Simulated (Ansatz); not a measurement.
We consider SnC (model structure, started from the zincblende type, F-43m, No. 216, 2 atoms in the cell), described by PBE in Ansatz (plane waves, PAW).

Numerical settings: plane-wave cutoff 520 eV, 12×12×12 k mesh, Fermi–Dirac smearing 0.01 eV, scalar-relativistic PAW data made under PBE.

Cell (relaxed at this level):

SnC is modelled in the cubic space group F-43m (No. 216), the zinc blende structure, Pearson symbol cF8. Cell: a = b = c = 5.0872 Å, α = β = γ = 90.00°. C on 4c sees 4 Sn at 2.203 Å (tetrahedral). Sn on 4a sees 4 C at 2.203 Å (tetrahedral). (Neighbours: up to the widest gap in distance over summed covalent radii, below 1.35, at either atom; cation-cation and far metal-metal contacts left out.)
(The calculation used a cell of 2 atoms; values per cell refer to that cell.)

Task: Estimate the band gap that the calculation returns.

Result: 
- band gap = 0.62 eV

Note: the relaxation could raise the start's symmetry but not lower it, so the cell can be a saddle point.

Spin–orbit coupling is not included.

It cost roughly 4 core-seconds of CPU time.

A model structure was made by putting elements into a prototype or built by hand; it is no filed structure, need not be a known phase, and can be a saddle point held by its symmetry.

Ansatz is a quantum-chemistry and plane-wave program.
